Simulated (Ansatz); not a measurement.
Symmetric slabs, relaxed from ideal cuts in 1x1 cells, of rock-salt compounds: ionisation potential (eV) by functional, in Ansatz (plane waves, PAW). All structures are PBE's; the other columns are single points with references at the same level. No spin-orbit coupling, Hubbard U or dispersion. HSE06 ran on coarser k-meshes, which may carry part of its shift. The rows are a random draw from the class, without slabs that broke up, higher cuts of a face and adsorbates that left their site.

```tsv
system	PBE (eV)	HSE06 (eV)
rock-salt AgCl (100) (cut with Ag + Cl on top), ideal cut with outer spacing 2.80 Å	5.50	6.39
rock-salt NaCl (110) (cut with Cl + Na on top), ideal cut with outer spacing 2.01 Å	6.84	7.76
rock-salt PbTe (100) (cut with Pb + Te on top), ideal cut with outer spacing 3.29 Å	4.59	4.85
rock-salt MgO (100) (cut with Mg + O on top), ideal cut with outer spacing 2.13 Å	5.20	6.13
rock-salt BaO (100) (cut with Ba + O on top), ideal cut with outer spacing 2.79 Å	3.25	3.93
rock-salt AgCl (110) (cut with Ag + Cl on top), ideal cut with outer spacing 1.98 Å	5.69	6.58
rock-salt SrO (100) (cut with O + Sr on top), ideal cut with outer spacing 2.60 Å	3.82	?
rock-salt BaO (110) (cut with Ba + O on top), ideal cut with outer spacing 1.97 Å	3.30	3.96
```

Question: Fit a straight line y = a·x + b by least squares to the 7 complete rows (x: PBE (eV); y: HSE06 (eV)).

Answer: the means are x̄ = 4.9100 and ȳ = 5.6571; Σ(x − x̄)² = 10.216 and Σ(x − x̄)(y − ȳ) = 11.206, so a = 1.097 and b = ȳ − a·x̄ = 0.271. The largest residual is 0.456.

Question: What does the line predict for the withheld row, rock-salt SrO (100) (cut with O + Sr on top), ideal cut with outer spacing 2.60 Å, and what did the calculation give?

Answer: the line gives 4.46; the calculation gave 4.58, a miss of 0.12, of the size of the fitted rows' scatter and rounding.

Ansatz is a program for electronic structure.
